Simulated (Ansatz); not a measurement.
## Ru under a change: biaxial strain −0.36 %, plane normal [001], relaxed out of plane

The reference is Ru in the hcp (Mg type) structure (space group P6_3/mmc, No. 194; a = 2.7046 Å, c = 4.2601 Å). Axes: x lies along a and z along c of the hexagonal cell.

Modification: compressive biaxial strain of 0.36 % in the plane normal to [001], as in epitaxy on a mismatched substrate; the out-of-plane cell vector and the atoms relax.

Method: r2SCAN, PAW, 500 eV (Ansatz, a first-principles code; scalar-relativistic without spin-orbit coupling). Γ-centred 20×20×11 mesh, Fermi–Dirac width 0.05 eV.

| quantity | base | changed | shift |
|---|---|---|---|
| volume per atom | 13.49 Å³ | 13.42 Å³ | -0.07 Å³ |
| space group | P6_3/mmc (No. 194) | P6_3/mmc (No. 194) | – |
| shortest interatomic distance | 2.641 Å | 2.641 Å | 0.000 Å |
| pressure (mean of the normal stresses, compression positive) | 0.0 GPa | 1.7 GPa | +1.7 GPa |
| band gap | zero | zero | – |
| out-of-plane strain (rough) | – | +0.19 % | – |

Final structure (turned so that z lies along the plane normal):

```
Ru
1.0
    2.69483     0.00000     0.00000
    1.34741     2.33379     0.00000
    0.00000     0.00000     4.26814
Ru
2
Direct
  0.33333   0.33333   0.75000
  0.66667   0.66667   0.25000
```

Without a gap, meshes like the base's 20×20×11 leave anisotropic stresses uncertain by several tenths of a GPa, and small strain energies with them. Stability against distortions was not tested. All final runs are without spin polarisation.
